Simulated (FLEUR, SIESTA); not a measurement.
A SIESTA input for a self-consistent single point of YIr₂ (Fd-3m, 6 atoms in the cell) (DFT, GGA PBEsol, numerical atomic orbitals DZP, PseudoDojo PBEsol standard norm-conserving potentials (rewritten from UPF to PSML)):

```
# files in the folder: Y.psml Ir.psml (PseudoDojo PBEsol standard)
SystemName  YIr2
SystemLabel YIr2

NumberOfAtoms                6
NumberOfSpecies              2
%block ChemicalSpeciesLabel
  1 39 Y
  2 77 Ir
%endblock ChemicalSpeciesLabel
LatticeConstant              1.0 Ang
%block LatticeVectors
     0.000000000    3.672227000    3.672227000
     3.672227000    0.000000000    3.672227000
     3.672227000    3.672227000    0.000000000
%endblock LatticeVectors
AtomicCoordinatesFormat      ScaledCartesian
%block AtomicCoordinatesAndAtomicSpecies
     3.672227000    3.672227000    3.672227000  1
     5.508340500    5.508340500    5.508340500  1
     0.918056750    2.754170250    2.754170250  2
     2.754170250    2.754170250    0.918056750  2
     2.754170250    0.918056750    2.754170250  2
     0.918056750    0.918056750    0.918056750  2
%endblock AtomicCoordinatesAndAtomicSpecies

XC.functional                GGA
XC.authors                   PBEsol
PAO.BasisSize                DZP
PAO.EnergyShift              0.01 Ry
MeshCutoff                   300 Ry
%block kgrid.MonkhorstPack
    6   0   0  0.0
    0   6   0  0.0
    0   0   6  0.0
%endblock kgrid.MonkhorstPack
OccupationFunction           FD
ElectronicTemperature        0.136 eV

MaxSCFIterations             150
SCF.Mixer.Method             Pulay
SCF.Mixer.Weight             0.25
SCF.Mixer.History            6
SCF.DM.Tolerance             1.0E-05
Diag.ParallelOverK           true
WriteForces                  true
Charge.Mulliken              end
```

Q: Translate this input to FLEUR.

A: One input that does it (others would too):

Input of the input generator:

```
YIr2 FLAPW
&input film=f /
-0.0000000000 0.7071067812 0.7071067812
0.7071067812 -0.0000000000 0.7071067812
0.7071067812 0.7071067812 -0.0000000000
9.8139396794
1.0 1.0 1.0

6
39 0.5000000000 0.5000000000 0.5000000000
39 0.7500000000 0.7500000000 0.7500000000
77 0.6250000000 0.1250000000 0.1250000000
77 0.1250000000 0.1250000000 0.6250000000
77 0.1250000000 0.6250000000 0.1250000000
77 0.1250000000 0.1250000000 0.1250000000

&comp jspins=1 /
&exco xctyp='PBEs' /
&kpt div1=6 div2=6 div3=6 gamma=t /
&end /
```

```xml
<?xml version="1.0" encoding="UTF-8" standalone="no"?>
<fleurInput fleurInputVersion="0.39">
   <comment>
      YIr2 FLAPW                                                                                          
   </comment>
   <calculationSetup>
      <cutoffs Kmax="4.3" Gmax="12.9" GmaxXC="12.9" numbands="0"/>
      <scfLoop itmax="80" minDistance="0.00001" maxIterBroyd="40" imix="Anderson" alpha="0.05" precondParam="0.0" spinf="2.0"/>
      <coreElectrons ctail="T" frcor="F" kcrel="0" coretail_lmax="0"/>
      <xcFunctional name="PBEs" relativisticCorrections="F"/>
      <magnetism jspins="1"/>
      <soc l_soc="F" theta="0.0" phi="0.0" spav="F"/>
      <expertModes spex="0" secvar="F"/>
      <geometryOptimization l_f="T" forcealpha="1.0" forcemix="BFGS" epsdisp="0.00001" epsforce="0.00001"/>
      <ldaU l_linMix="F" mixParam="0.05" spinf="1.0"/>
   </calculationSetup>
   <cell>
      <bzIntegration valenceElectrons="82.0" mode="hist" fermiSmearingEnergy="0.00499791">
         <kPointListSelection listName="default-1"/>
         <!-- k-points included here -->
         <xi:include xmlns:xi="http://www.w3.org/2001/XInclude" href="kpts.xml"> </xi:include>
      </bzIntegration>
      <!-- symmetry operations included here -->
      <xi:include xmlns:xi="http://www.w3.org/2001/XInclude" href="sym.xml"> </xi:include>
      <bulkLattice scale="1.0">
         <bravaisMatrix>
            <row-1>    0.0000000000000000     6.9395032975914948     6.9395032975914948</row-1>
            <row-2>    6.9395032975914948     0.0000000000000000     6.9395032975914948</row-2>
            <row-3>    6.9395032975914948     6.9395032975914948     0.0000000000000000</row-3>
         </bravaisMatrix>
      </bulkLattice>
   </cell>
   <atomSpecies>
      <species name="Yttrium (Y)" element="Y" atomicNumber="39">
         <mtSphere radius="2.68" gridPoints="925" logIncrement="0.014"/>
         <atomicCutoffs lmax="10" lnonsphr="8"/>
         <electronConfig flipSpins="F">
            <coreConfig>(1s1/2) (2s1/2) (2p1/2) (2p3/2) (3s1/2) (3p1/2) (3p3/2) (3d3/2) (3d5/2)</coreConfig>
            <valenceConfig>(4s1/2) (4p1/2) (4p3/2) (5s1/2) (4d3/2) (4d5/2)</valenceConfig>
            <stateOccupation state="(4d3/2)" spinUp="0.2" spinDown="0.2"/>
            <stateOccupation state="(4d5/2)" spinUp="0.3" spinDown="0.3"/>
         </electronConfig>
         <energyParameters s="5" p="5" d="4" f="4"/>
         <lo type="SCLO" l="0" n="4" eDeriv="0"/>
         <lo type="SCLO" l="1" n="4" eDeriv="0"/>
      </species>
      <species name="Iridium (Ir)" element="Ir" atomicNumber="77">
         <mtSphere radius="2.34" gridPoints="807" logIncrement="0.017"/>
         <atomicCutoffs lmax="10" lnonsphr="8"/>
         <electronConfig flipSpins="F">
            <coreConfig>(1s1/2) (2s1/2) (2p1/2) (2p3/2) (3s1/2) (3p1/2) (3p3/2) (4s1/2) (3d3/2) (3d5/2) (4p1/2) (4p3/2) (5s1/2) (4d3/2) (4d5/2) (4f5/2) (4f7/2)</coreConfig>
            <valenceConfig>(5p1/2) (5p3/2) (6s1/2) (5d3/2) (5d5/2)</valenceConfig>
            <stateOccupation state="(5d3/2)" spinUp="1.4" spinDown="1.4"/>
            <stateOccupation state="(5d5/2)" spinUp="2.1" spinDown="2.1"/>
         </electronConfig>
         <energyParameters s="6" p="6" d="5" f="5"/>
         <lo type="SCLO" l="1" n="5" eDeriv="0"/>
      </species>
   </atomSpecies>
   <atomGroups>
      <atomGroup species="Yttrium (Y)">
         <relPos label="                   1">3.000/8.000 3.000/8.000 3.000/8.000</relPos>
         <relPos label="                   2">-3.000/8.000 -3.000/8.000 -3.000/8.000</relPos>
         <force calculate="T" relaxXYZ="TTT"/>
      </atomGroup>
      <atomGroup species="Iridium (Ir)">
         <relPos label="                   3">1.000/2.000 .0000000000 .0000000000</relPos>
         <relPos label="                   4">.0000000000 .0000000000 1.000/2.000</relPos>
         <relPos label="                   5">.0000000000 1.000/2.000 .0000000000</relPos>
         <relPos label="                   6">.0000000000 .0000000000 .0000000000</relPos>
         <force calculate="T" relaxXYZ="TTT"/>
      </atomGroup>
   </atomGroups>
   <output dos="F" band="F" slice="F">
      <checks vchk="F" cdinf="F"/>
      <bandDOS minEnergy="-.5*Htr" maxEnergy="0.5*Htr" sigma="0.015" storeEVData="T"/>
      <vacuumDOS vacdos="F" integ="F" star="F" nstars="0" locx1="0.0" locy1="0.0" locx2="0.0" locy2="0.0" nstm="0" tworkf="0.0"/>
      <unfoldingBand unfoldBand="F" supercellX="1" supercellY="1" supercellZ="1"/>
      <plotting iplot="0" polar="F">
         <plot TwoD="T" vec1="  1.0  0.0  0.0" vec2="  0.0  1.0  0.0" vec3="  0.0  0.0  1.0" zero="  0.0  0.0  0.0" file="plot"/>
      </plotting>
      <chargeDensitySlicing numkpt="0" minEigenval="0.0" maxEigenval="0.0" nnne="0" pallst="F"/>
      <specialOutput eonly="F"/>
      <magneticCircularDichroism mcd="F" energyLo="-10.0" energyUp="0.0"/>
   </output>
  <!-- We include the file relax.xml here to enable relaxations (see documentation) -->
  <xi:include xmlns:xi="http://www.w3.org/2001/XInclude" href="relax.xml"> <xi:fallback/> </xi:include>
</fleurInput>
```

Basis settings and potentials, where a program has them, do not carry over. This input uses DFT, PBEsol, all-electron FLAPW (FLEUR), scalar-relativistic valence.

The starting cell comes from a database of computed structures (which also holds hypothetical and non-ambient phases and stackings), without a prior relaxation at this level. Its lattice was rescaled by a random factor within 2.5 % of one. For this run, on top of that: lattice scaled by 0.98.
